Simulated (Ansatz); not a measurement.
Cubic perovskite CsSnI3 (cubic high-temperature phase), treated with PBEsol (PAW; Ansatz, a program for electronic structure).

Settings: plane-wave cutoff 500 eV, 6×6×6 k mesh, gaussian smearing 0.02 eV, scalar-relativistic PAW data made under PBE.

Cell (relaxed at this level):

```
CELL_PARAMETERS angstrom
      6.13760     0.00000     0.00000
      0.00000     6.13760     0.00000
      0.00000     0.00000     6.13760
ATOMIC_POSITIONS crystal
  Cs 0.50000 0.50000 0.50000
  Sn 0.00000 0.00000 0.00000
  I  0.50000 0.00000 0.00000
  I  0.00000 0.50000 0.00000
  I  0.00000 0.00000 0.50000
```

Problem. Predict the band gap.

Solution. 
- band gap: 0.11 eV (on the SCF k mesh)

Note: the relaxation could not lower the start's symmetry, so the cell can be a saddle point above a distorted one.

Spin–orbit coupling is not included; with these elements it can move the gap by several tenths of an eV or more.

Computed values are for the static lattice.

It cost about 80 core-seconds (a rough figure) of CPU time.
